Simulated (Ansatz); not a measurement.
# Several settings converged on Na2CdSn (P3m1, 8 atoms in the cell)

```xyz
8
Lattice="4.9704 0.0000 0.0000 -2.4852 4.3045 0.0000 0.0000 0.0000 10.0124" Properties=species:S:1:pos:R:3 pbc="T T T"
Na     2.4852     1.4348     5.8847
Na     0.0000     2.8696     4.1777
Na     0.0000     2.8696     0.8285
Na     2.4852     1.4348     9.1838
Cd     0.0000     0.0000     7.5093
Cd     0.0000     0.0000     2.5031
Sn     0.0000     2.8696     7.5093
Sn     2.4852     1.4348     2.5031
```

Base method: PBEsol, default PAW files made with PBE (plane waves; Ansatz, a quantum-chemistry and plane-wave program).

Base settings: basis.ecutwfc = 420 eV; kpoints.mp_grid.grid = 3 3 2; hamiltonian.xc = pbesol; hamiltonian.pseudopotentials = {kind: paw} (the program's default PAW files); scf.occupations.method = fermi_dirac; scf.occupations.width = 0.1 eV.

The count of work is k-points × plane waves × bands × iterations; it is no time. 

**The cutoff for other potential files**

Level: DFT, PBEsol, plane waves, harder PAW files (source: ansatz) made with PBE.

In this ladder: hamiltonian.pseudopotentials = {kind: paw, source: ansatz}.

The second cell is the first with its lattice scaled by 0.98.

The mesh stays at the base's, so the ladder's end is converged at best in this setting alone.

The first pressure column holds Ansatz's estimate of the finite-basis (Pulay) stress, which hides part of the cutoff error; the other is without it.

Only quantities that move along the ladder and can be compared are tabulated.

| basis.ecutwfc | free energy less the last step's (meV/atom) | energy of the compressed cell less the first (meV/atom) | pressure (GPa) | pressure without the Pulay estimate (GPa) | largest difference of a force vector from the last step's (eV/Å) | count of work / last |
|---|---|---|---|---|---|---|
| 315 eV | 7413.10 | -125.89 | -0.22 | -234.37 | 0.018 | 0.11 |
| 385 eV | 1245.54 | -12.57 | -0.06 | -49.57 | 0.010 | 0.14 |
| 490 eV | 74.61 | 7.72 | 0.12 | -3.97 | 0.000 | 0.21 |
| 595 eV | 3.16 | 8.92 | 0.13 | -0.10 | 0.000 | 0.28 |
| 700 eV | 0.52 | 8.85 | 0.12 | 0.12 | 0.000 | 0.36 |
| 840 eV | 0.28 | 8.84 | 0.12 | 0.12 | 0.000 | 0.47 |
| 1050 eV | 0.14 | 8.84 | 0.12 | 0.12 | 0.000 | 0.65 |
| 1400 eV | 0.00 | 8.84 | 0.12 | 0.12 | 0.000 | 1.0 |

Coarsest basis.ecutwfc that holds the free energy within 1 meV/atom of the last step, with all finer ones: 700 eV, at 0.36 of the last step's count of work; the step before is off by 3.2 meV/atom.

Coarsest basis.ecutwfc that holds the pressure within 0.2 GPa of the last step, with all finer ones: 385 eV, at 0.14 of the last step's count of work; the step before is off by 0.34 GPa.

Coarsest basis.ecutwfc that holds the forces within 0.005 eV/Å of the last step, with all finer ones: 490 eV, at 0.21 of the last step's count of work; the step before is off by 0.010 eV/Å.

The energy difference between the two cells stays within 1 meV/atom of the last step's from 595 eV on, the total only from 700 eV on: much of the error is common to both cells and cancels.

At the lowest cutoff the pressure without the Pulay estimate lies 234 GPa under the last step's, the usual sign of Pulay stress in an incomplete plane-wave basis.

**The relaxed cell against the cutoff**

On Na2CdSn (P6_3/mmc, 8 atoms in the cell): atoms on their sites.

In this ladder: relax = cell and atoms.

The mesh stays at the base's, so the ladder's end is converged at best in this setting alone.

Only quantities that move along the ladder and can be compared are tabulated.

| basis.ecutwfc | relaxed volume (Å³/atom) | relaxation steps |
|---|---|---|
| 250 eV | 26.934 | 42 |
| 295 eV | 26.917 | 9 |
| 355 eV | 26.859 | 4 |
| 420 eV | 26.868 | 4 |
| 505 eV | 26.865 | 4 |
| 630 eV | 26.865 | 4 |
| 840 eV | 26.864 | 4 |

Coarsest basis.ecutwfc that holds the relaxed volume within 0.027 Å³/atom of the last step, with all finer ones: 355 eV; the step before is off by 0.053 Å³/atom.

At the lowest cutoff the cell relaxes to a volume 0.3 % larger than at the highest. Ansatz relaxes on a stress corrected for the finite basis.

On the base run: the starting cell comes from a database of computed structures (which also holds hypothetical and non-ambient phases and stackings), without a prior relaxation at this level. Its lattice was rescaled by up to half a per cent. One atom was moved a little off its site on purpose. Without a gap this mesh is coarse (it stands for a supercell whose shortest vector is 15 Å).

Left out of this page: 1 run of the series failed or unconverged.

Keys are those of Ansatz 0.2.
